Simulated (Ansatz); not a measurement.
Gap of an H-capped Sn nanowire along [111], 14 atoms a period besides the caps at several levels, all on one geometry.

Levels: PBE (plane waves to 420 eV, PAW; Ansatz, a quantum-chemistry and plane-wave program); PBE with spin-orbit coupling (Ansatz); r2SCAN (plane waves to 500 eV, PAW; Ansatz); HSE06 in Ansatz. Unmarked values and the geometry are of the first. Mesh 1×1×4. No spin polarisation. One-dimensional cell, images about 11 Å apart. An idealised model, cut from the bulk lattice. Only distortions within the start's symmetry and period were free. Values not marked SOC lack spin–orbit coupling. HSE06 ran on a 1×1×2 mesh and at PBE's edge points.

| level | gap (eV) |
|---|---|
| PBE | 2.27 |
| PBE+SOC | 2.24 |
| r2SCAN | 2.61 |
| HSE06 | … |

### Question
Some entries are withheld; supply them.

### Answer

- HSE06, gap (eV): 3.00
